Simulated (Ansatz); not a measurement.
**A constructed model of the (0001) surface of hcp Ti, (√3x√3)R30° surface alloy, Sb on one Ti site of the top plane (bottom of the slab: a bare face, its two planes held)**

Computed with PBE (plane waves to 420 eV, PAW; Ansatz, a first-principles code).

Set-up: 18 atoms, 11.6 Å thick at the start; mesh 9x9x1; 0.1 eV smearing; dipole correction on; 6 atoms held, the rest relaxed; start symmetry kept, larger cells not searched; no spin, no spin-orbit, no U. It is one candidate, not shown to be the stable structure of the face.

| Quantity | Value |
|---|---|
| work function of the top face | 4.00 eV |
| energy released by relaxation | 0.39 eV |
| cost | very roughly 5 core-minutes |
